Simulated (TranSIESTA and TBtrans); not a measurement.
Device: pyrene-2,7-diyl held by thiolate S between two Au chains. Leads: straight Au chain, spacing 2.55 Å. Geometry: 28 atoms about the centre moved by SIESTA (PBE, SZP) to a largest force of 0.06 eV/Å, all others as built. Transport runs along z; the first 6 and the last 6 of the 44 atoms are the lead cells, repeated to infinity.

```xyz
44
Lattice="14.331 0.000 0.000 0.000 14.331 0.000 0.000 0.000 55.063" Properties=species:S:1:pos:R:3 pbc="F F T"
Au     7.165     7.165     0.000
Au     7.165     7.165     2.550
Au     7.165     7.165     5.100
Au     7.165     7.165     7.650
Au     7.165     7.165    10.200
Au     7.165     7.165    12.750
Au     7.165     7.165    15.300
Au     7.165     7.165    17.850
Au     7.148     7.161    20.372
S      9.191     7.668    21.206
C      8.524     7.504    22.891
C      7.964     8.650    23.584
C      7.423     8.534    24.913
C      6.828     9.684    25.611
C      6.284     9.550    26.901
C      6.298     8.256    27.600
C      5.766     8.102    28.928
C      5.808     6.828    29.622
S      5.141     6.663    31.307
C      6.367     5.682    28.928
C      6.908     5.797    27.599
C      7.503     4.647    26.901
C      8.047     4.781    25.611
C      8.033     6.075    24.912
C      8.565     6.229    23.584
C      7.445     7.234    25.589
C      6.886     7.097    26.923
H      7.947     9.673    23.040
H      6.811    10.705    25.066
H      5.816    10.462    27.441
H      5.304     9.015    29.473
H      6.385     4.658    29.471
H      7.519     3.626    27.445
H      8.515     3.869    25.071
H      9.027     5.317    23.039
Au     7.185     7.170    32.141
Au     7.165     7.165    34.663
Au     7.165     7.165    37.213
Au     7.165     7.165    39.763
Au     7.165     7.165    42.313
Au     7.165     7.165    44.863
Au     7.165     7.165    47.413
Au     7.165     7.165    49.963
Au     7.165     7.165    52.513
```

Run with TranSIESTA and TBtrans (open boundaries, self-consistent; PseudoDojo norm-conserving potentials, scalar-relativistic): PAO.BasisSize DZP, PAO.EnergyShift 0.15 eV, XC.Authors PBE, Mesh.Cutoff 150 Ry, ElectronicTemperature 300 K, TS.Voltage 0.0 eV, TBT.Elecs.Eta 0.001 eV, no spin polarisation.

Energies count from the leads' Fermi level. Transmissions are for one spin of a degenerate pair. The energy step is 0.02 eV; narrower resonances are cut or missed.

| E (eV) | T |
|---|---|
| -0.20 | 0.193 |
| -0.16 | 0.217 |
| -0.12 | 0.295 |
| -0.08 | 0.237 |
| -0.04 | 0.209 |
| 0.00 | 0.204 |
| 0.04 | 0.215 |
| 0.08 | 0.215 |
| 0.12 | 0.214 |
| 0.16 | 0.213 |
| 0.20 | 0.212 |

Question: Give the zero-bias conductance in μS and the resistance at 300 K.

Answer: At the Fermi level T = 0.204. Averaged with −∂f/∂E over the full grid (kT = 25.9 meV) it is 0.212. With G0 = 2e²/h = 77.48 μS, G = 16.4 μS and R = 1/G = 61.0 kΩ.

Question: The eigenchannels at the Fermi level transmit 0.204. What Fano factor of the shot noise follows at low temperature and bias?

Answer: F = Σ τ(1 − τ)/Σ τ = 0.162/0.204 = 0.80.

The leads' channel count changes near -0.01 eV, within the thermal window, so values at the Fermi level hang on where that band edge falls. The leads are straight chains one atom wide, held at their spacing: model electrodes, not surfaces. Semilocal functionals put molecular levels too close to the Fermi level and tend to overestimate such conductances.
